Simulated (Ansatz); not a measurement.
Consider CdTe in the zinc blende structure (space group F-43m, No. 216; a = 6.489 Å).

Calculations: DFT with PBEsol, PAW potentials and a 420 eV plane-wave cutoff in Ansatz (a program for electronic structure), no SOC.

Base values:

```
Quantity                                Result
-----------------------------  ---------------
Band gap                               0.65 eV
Electron mass                  0.055 mₑ (at Γ)
Gap character                      direct at Γ
Width of the top valence band          2.21 eV
```

One thing is altered: full substitution Cd → Mg; the structure is relaxed again.

Tabulated Pauling electronegativity and covalent radius: Cd 1.69, 1.44 Å; Mg 1.31, 1.41 Å.

Estimate the effect on the band gap.

The band gap goes up by 1.70 eV, from 0.65 eV to 2.35 eV.

What does the calculation give for the electron mass after the change?

The electron mass goes from 0.055 mₑ (at Γ) to 0.16 mₑ (at Γ).

What happens to the gap character?

The gap character is still direct at Γ.

What happens to the width of the top valence band?

The width of the top valence band shrinks by 0.72 eV (2.21 eV → 1.49 eV).

With Te present, leaving out spin-orbit coupling can change the band edges. Effective masses come from finite differences of ±0.01 Å⁻¹. Whether these cells are dynamically stable was not tested.
